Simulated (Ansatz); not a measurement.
Take CdTe in the wurtzite structure (space group P6_3mc, No. 186; a = 4.583 Å, c = 7.516 Å; a cell from a computed database, its experimental status unchecked) as the base.

Levels (all Ansatz, a first-principles code, PAW): PBEsol (420 eV, spin-orbit coupling left out); r2SCAN (500 eV, scalar-relativistic without spin-orbit coupling); HSE06 (420 eV, no spin-orbit coupling).

One geometry, relaxed with PBEsol, under each level:

```csv
level,band gap,lowest conduction level above the VBM at special points,electron mass,pressure
PBEsol,0.69 eV,Γ 0.69 eV; A 1.96 eV; L 2.19 eV; M 2.38 eV,"0.056 mₑ along c, 0.061 mₑ across (at Γ)",0.00 GPa
r2SCAN,1.32 eV,Γ 1.32 eV; A 2.48 eV; L 2.62 eV; M 2.77 eV,"0.090 mₑ along c, 0.10 mₑ across (at Γ)",1.37 GPa
HSE06,1.66 eV,Γ 1.66 eV; A 2.88 eV; L 3.04 eV,–,–
```

Single points use the geometry relaxed with PBEsol. Their cutoffs differ, which shifts pressures a little. Spin-orbit coupling, missing from the scalar runs, can matter with Te. Masses are band curvatures over ±0.01 Å⁻¹ around the edge. Whether these cells are dynamically stable was not tested. The base started in Cmc2_1 and relaxed to P6_3mc at this level. This is not the structure that CdTe has at room temperature and ambient pressure.
